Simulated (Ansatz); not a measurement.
```yaml
crystal:
  lattice:
    - [11.00000, 0.00000, 0.00000]
    - [0.00000, 11.00000, 0.00000]
    - [0.00000, 0.00000, 4.89800]
  atoms:
    - { symbol: Ga, position: [0.50000, 0.50000, 0.00000] }
    - { symbol: Ga, position: [0.50000, 0.50000, 0.50000] }
```

Calculation: PBE (plane waves to 420 eV, PAW; Ansatz, an electronic-structure program). Mesh 1×1×58. No spin polarisation, so a magnetic state wasn't tested. Isolated but for its images some 11 Å away. A model structure. It keeps the symmetry and period of its start, so it need not be a minimum against all distortions. Pairing along the axis, which can open a gap, is among the distortions not tried.

Question: Say what this body is, and give its properties.

Answer: Free linear chain of Ga atoms. A hypothetical model.
```
Quantity                                                                                                             Value
--------------------------------------------------------------------  ----------------------------------------------------
PBE gap                                                                                               none (under 0.01 eV)
crossings of the Fermi level between Γ and the zone edge (49 points)  3, each for both spins (ideal conductance 3 × 2e²/h)
work function (PBE)                                                                                                4.15 eV
```
